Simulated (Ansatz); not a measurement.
Base system: Sr in the fcc (Cu type) structure (space group Fm-3m, No. 225; a = 5.923 Å). Axes: x, y, z lie along the cube axes.

The values are results of PBEsol, PAW, 420 eV (Ansatz, a first-principles code; no spin-orbit coupling), not measurements.

For the base:

The shortest interatomic distance is 7.914 bohr and the pressure is 0.0 GPa. The band gap is zero.

It is then changed as follows: tensile biaxial strain of 1.50 % in the plane normal to [001], as in epitaxy on a mismatched substrate; the out-of-plane cell vector and the atoms relax.

**Question.** What does the calculation give for the energy relative to the base, shortest interatomic distance, pressure and band gap after the change?

**Answer.** The energy goes up by 0.8 meV/atom; the shortest interatomic distance drops by 0.026 bohr (7.914 bohr → 7.888 bohr); the pressure (mean of the normal stresses, compression positive) is nearly the same (0.0 GPa against -0.1 GPa); the band gap is still zero.

No phonon test of stability was made.
